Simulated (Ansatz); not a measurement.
A series of runs on Cd5Au3 (I4/mcm, 16 atoms in the cell)

```yaml
crystal:
  lattice:
    - [-5.40423, 5.40423, 2.69607]
    - [5.40423, -5.40423, 2.69607]
    - [5.40423, 5.40423, -2.69607]
  atoms:
    - { symbol: Au, position: [0.66700, 0.16700, 0.83400] }
    - { symbol: Au, position: [0.16700, 0.33300, 0.50000] }
    - { symbol: Au, position: [0.33300, 0.83300, 0.16600] }
    - { symbol: Au, position: [0.83300, 0.66700, 0.50000] }
    - { symbol: Au, position: [0.25000, 0.25000, 0.00000] }
    - { symbol: Au, position: [0.75000, 0.75000, 0.00000] }
    - { symbol: Cd, position: [0.22490, 0.07830, 0.30320] }
    - { symbol: Cd, position: [0.07830, 0.77510, 0.85340] }
    - { symbol: Cd, position: [0.77510, 0.92170, 0.69680] }
    - { symbol: Cd, position: [0.92170, 0.22490, 0.14660] }
    - { symbol: Cd, position: [0.27510, 0.57830, 0.85340] }
    - { symbol: Cd, position: [0.42170, 0.27510, 0.69680] }
    - { symbol: Cd, position: [0.72490, 0.42170, 0.14660] }
    - { symbol: Cd, position: [0.57830, 0.72490, 0.30320] }
    - { symbol: Cd, position: [0.75000, 0.25000, 0.50000] }
    - { symbol: Cd, position: [0.25000, 0.75000, 0.50000] }
```

Base run A: Ansatz (a quantum-chemistry and plane-wave program) with r2SCAN, default PAW files made with PBE, self-consistent single point.

Its settings: basis.ecutwfc = 500 eV; kpoints.mp_grid.grid = 4 4 4; hamiltonian.xc = r2scan; hamiltonian.pseudopotentials = {kind: paw} (the program's default PAW files); scf.occupations.method = cold; scf.occupations.width = 0.1 eV.

The starting cell comes from a database of published, mostly measured structures (it also holds non-ambient and calculated ones), without a prior relaxation at this level. Its lattice was rescaled by a random factor within 2.5 % of one. Ansatz's pressure includes its estimate of the finite-basis (Pulay) stress.

Run A gave: pressure (GPa) 0.31; largest force (eV/Å) 0.143.

Runs:
- B: basis.ecutwfc: 500 eV → 420 eV; hamiltonian.xc: r2scan → lda [LDA (PW92)]
- C: basis.ecutwfc: 500 eV → 420 eV; hamiltonian.xc: r2scan → pbesol [PBEsol]
- D: basis.ecutwfc: 500 eV → 420 eV; hamiltonian.xc: r2scan → blyp [BLYP]

Question: What does run C change against A?

Answer: The pressure goes from 0.31 to -2.58 GPa and the largest force goes from 0.143 to 0.125 eV/Å.

Question: What does run D change against A?

Answer: The pressure goes from 0.31 to 10.04 GPa and the largest force goes from 0.143 to 0.137 eV/Å.

Question: What does run B change against A?

Answer: The pressure goes from 0.31 to -6.13 GPa and the largest force goes from 0.143 to 0.154 eV/Å.

```json
[
 {"run": "A", "pressure (GPa)": "0.31", "largest force (eV/Å)": "0.143"},
 {"run": "B", "pressure (GPa)": "-6.13", "largest force (eV/Å)": "0.154"},
 {"run": "C", "pressure (GPa)": "-2.58", "largest force (eV/Å)": "0.125"},
 {"run": "D", "pressure (GPa)": "10.04", "largest force (eV/Å)": "0.137"}
]
```

Left out of this page: 2 runs of the series held back from this collection.

Keys are those of Ansatz 0.2.
